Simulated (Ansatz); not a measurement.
## Input and output of a self-consistent single point for CaB6 (Pm-3m, 7 atoms in the cell) (Ansatz)

Computed with PBE (plane waves, PAW; Ansatz, a quantum-chemistry and plane-wave program).

This input was run:

Ansatz 0.2 input:
```yaml
# CaB6
crystal:
  lattice:
    - [4.170750, 0.000000, 0.000000]
    - [0.000000, 4.170750, 0.000000]
    - [0.000000, 0.000000, 4.170750]
  atoms:
    - { symbol: Ca, position_ang: [0.000000, 0.000000, 0.000000] }
    - { symbol: B, position_ang: [3.328259, 2.085375, 2.085375] }
    - { symbol: B, position_ang: [2.085375, 0.842492, 2.085375] }
    - { symbol: B, position_ang: [2.085375, 3.328259, 2.085375] }
    - { symbol: B, position_ang: [0.842492, 2.085375, 2.085375] }
    - { symbol: B, position_ang: [2.085375, 2.085375, 3.328259] }
    - { symbol: B, position_ang: [2.085375, 2.085375, 0.842492] }
basis:
  ecutwfc: 420.0
kpoints:
  mp_grid:
    grid: [6, 6, 6]
hamiltonian:
  xc: pbe
  pseudopotentials:
    kind: paw
scf:
  occupations:
    method: fermi_dirac
    width: 0.05
output:
  forces: true
  eigenvalues: true
  stress: true
```

Output (repeated stretches shortened):

```
WARN ansatz: RAYON_NUM_THREADS=1 ignored (pool sized by the plan → 1); use --threads N
Pseudopotentials: kind: paw
Pseudopotential: Ca, paw, valence charge 10
Pseudopotential: B, paw, valence charge 3
Crystal: 7 atoms, lattice volume = 72.551 Å³
Basis set: ecut = 420 eV, 1365 PW (Γ), exchange–correlation on 60×60×60 points (8 copies of the dense FFT grid, shifted against one another)
Bands: 21, of which v1, the nominal top of the filled ones, is band 14 counted from 1 (13 counted from 0)
Symmetry: 48 space group operations
Space group: Pm-3m (ITA 221), of the structure as read, at distance tolerance 4.2e-5 Å
k-points: 20 of 216
Initial density: superposition of atomic densities (neutral atoms: chi_scale 0, normalization atom), corrected by the library's trained network
Initial wavefunctions: pseudopotential atomic-orbital guess
Eigensolver: davidson
Functional: x = pbe(κ = 0.804, μ = 0.2195149727645171), c = pbe(β = 0.06672455060314922)
SCF iter   1: F=—  HF=-2755.201195 eV  |F-HF|=—  |Δ(HF+E_count)|=         —  Δρ=1.34e-3  dr2=5.77e-4  ethr=1.77e-3  ⟨swp⟩=8.6  Hψ=2733  notcnv=0  defer=1
all-band conjugate gradients solve this SCF's bands
preconditioner: auto → Kerker (q_TF=auto, 2.328 Å⁻¹)
SCF iter   2: F=—  HF=-2755.202381 eV  |F-HF|=—  |Δ(HF+E_count)|=   1.19e-3  Δρ=7.71e-4  dr2=1.94e-4  ethr=2.06e-6  ⟨swp⟩=2.3  Hψ=874  notcnv=0  defer=6
SCF iter   3: F=—  HF=-2755.202711 eV  |F-HF|=—  |Δ(HF+E_count)|=   3.30e-4  Δρ=1.32e-4  dr2=2.72e-5  ethr=6.94e-7  ⟨swp⟩=3.0  Hψ=726  notcnv=0  defer=6
SCF iter   4: F=—  HF=-2755.202726 eV  |F-HF|=—  |Δ(HF+E_count)|=   1.49e-5  Δρ=7.67e-5  dr2=8.98e-6  ethr=9.71e-8  ⟨swp⟩=1.1  Hψ=398  notcnv=0  defer=6
SCF iter   5: F=—  HF=-2755.202728 eV  |F-HF|=—  |Δ(HF+E_count)|=   1.84e-6  Δρ=1.49e-5  dr2=3.31e-7  ethr=3.21e-8  ⟨swp⟩=2.1  Hψ=556  notcnv=0  defer=6
SCF iter   6: F=-2755.202728 eV  HF=-2755.202728 eV  |F-HF|=7.53e-9  |Δ(HF+E_count)|=   1.20e-9  Δρ=3.67e-6  dr2=1.71e-8  ethr=3.57e-10  ⟨swp⟩=8.0  Hψ=1957  notcnv=0
SCF 1 converged in 6 iterations: F = -2755.202728 eV  dr2 = 1.71e-8
SCF converged after 6 iterations
Free energy (F): -2755.202728 eV
Harris-Foulkes:  -2755.202728 eV  (|F-HF|=7.53e-9)
Internal energy: -2755.199976 eV  (E = F + TS)
E sigma→0 (E₀):  -2755.201352 eV
Entropy (-TS):   -0.002751 eV (-0.393 meV/atom)
Fermi energy:    8.202964 eV
--- Per-component energies (eV) ---
  E_band       = -96.744363
  E_kinetic    = 575.267185
  E_local      = -872.091648  (includes V_loc(G=0)·N_el)
  E_nonlocal   = 131.896180
  E_hartree    = 275.611319
  E_xc         = -332.056971
  E_vxc        = -402.522103  (∫ρ·V_xc dr)
  E_paw        = -1329.963291  (= ΣΔE_a)
  E_vpaw       = -80.515339  (= ΣTr[D̂ρ^β])
  E_aug_tail   = -0.000020  (compensation charges beyond the density's cutoff)
  E_ewald      = -1203.862730
  E_smearing   = -0.002751  (= −TS)
  E_closure    = -0.000000  (closes the sum)
  Σ components = -2755.202728   (vs F -2755.202728, Δ=0.00e0)
--- Forces (eV/Å), atoms counted from 1 ---
  atom   1  Ca    -0.00000000     0.00000000    -0.00000000
  atom   2  B     -0.00431695    -0.00000000     0.00000000
  atom   3  B     -0.00000000     0.00431695     0.00000000
  atom   4  B      0.00000000    -0.00431695    -0.00000000
  atom   5  B      0.00431695     0.00000000     0.00000000
  atom   6  B     -0.00000000     0.00000000    -0.00431695
  atom   7  B     -0.00000000    -0.00000000     0.00431695
  max |Σ_I F_I| component: 7.52e-18 eV/Å
--- Stress (GPa, compression-positive) ---
       -2.464032      -0.000000       0.000000
       -0.000000      -2.464032       0.000000
        0.000000       0.000000      -2.464032
  P = ⅓ Tr σ = -2.4640 GPa (-24.640 kbar)
  The stress holds the Pulay correction. Without it, at fixed plane waves, as pw.x and ABINIT print it: P = -2.7067 GPa
--- Band table (eV; the first three rows and the last of 20) ---
  k-point 0: bands = ["-33.0822", "-14.0598", "-14.0598", "-14.0598", "-6.1713", "1.3782", "1.6162", "1.6162", "1.6162", "2.8934", "2.8934", "7.8401", "7.8401", "7.8401", "10.9759", "10.9759", "10.9759", "11.4884", "11.4884", "12.8214", "12.8214"]
  k-point 1: bands = ["-33.0817", "-14.0732", "-14.0583", "-14.0583", "-6.0851", "0.2567", "1.7028", "1.7028", "1.9024", "2.9774", "4.0263", "7.1667", "7.1667", "7.9236", "9.6756", "11.6006", "11.6006", "11.6711", "12.5958", "12.6876", "12.6876"]
  k-point 2: bands = ["-33.0807", "-14.0997", "-14.0553", "-14.0553", "-5.8934", "-0.8005", "1.9012", "1.9012", "2.0476", "3.1648", "5.6340", "6.2158", "6.2158", "8.1103", "8.5495", "11.4925", "11.4925", "11.9454", "12.1442", "12.6902", "13.8205"]
  k-point 19: bands = ["-33.0761", "-14.0933", "-14.0933", "-14.0933", "-5.2857", "-0.2664", "-0.2664", "-0.2664", "3.8679", "3.8679", "3.8679", "7.0803", "7.0803", "7.0803", "12.3406", "12.8214", "12.8214", "12.8995", "12.8995", "12.8995", "13.7473"]
```

The run converged in 6 iterations.

The starting cell has typed, rounded lattice constants, without a prior relaxation at this level. Its lattice was rescaled by up to half a per cent. Ansatz's pressure includes its estimate of the finite-basis (Pulay) stress.
